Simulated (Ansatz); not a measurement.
The reference is SrCl2 in the fluorite structure (space group Fm-3m, No. 225; a = 6.908 Å).

Perturbation: hydrostatic tension (pressure −1 GPa).

Calculations: PBEsol (Ansatz, an electronic-structure program, PAW, without spin-orbit coupling).

Base, band edges from the VBM (valence, conduction): X 0.00, 5.34; W -0.11, 6.11; L -1.10, 6.64; Γ -0.35, 5.25; K -0.12, 5.82; U -0.12, 5.82 eV.

**Question.** Give the band edges at the high-symmetry points of the new zone, measured from its valence-band maximum.

**Answer.** 
```tsv
point	valence edge (eV)	conduction edge (eV)
Γ	-0.34	5.15
X	0.00	5.36
U	-0.11	5.82
K	-0.11	5.82
L	-1.07	6.62
W	-0.10	6.11
```

The gap is 5.15 eV, indirect, X → Γ.

Load acts through the strain it causes; cell and atoms are relaxed under it. Gaps are read on the SCF mesh and a high-symmetry path. Whether these cells are dynamically stable was not tested.
